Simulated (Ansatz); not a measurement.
Structures of equal composition on the (111) surface of fcc Ag: a layer of Zr in place of the second plane; a layer of Zr in place of the third plane. The slabs share one bottom face, and each structure is named by its start. These are constructed structures in small cells; real faces may alloy, dewet or reconstruct in larger ones, and not all known structures of the face are among them. Slabs of about 12 Å, Fermi-Dirac smearing of 0.1 eV. Bottom of the slabs: a bare face, its two planes held. Relaxed from the named starts with such symmetry as they have, on meshes of like density; energies extrapolated to zero smearing; spin only where a row says so; no spin-orbit coupling, no U. Brackets mark spin-polarised runs, whose order is one that fits the cell.

Level of theory: PBE (plane waves to 420 eV, PAW; Ansatz, a program for electronic structure).

Q: Rank these by energy per 1x1 cell (lowest first), as PBE gives it.

A: a layer of Zr in place of the third plane (0.000 eV), a layer of Zr in place of the second plane (0.086 eV)
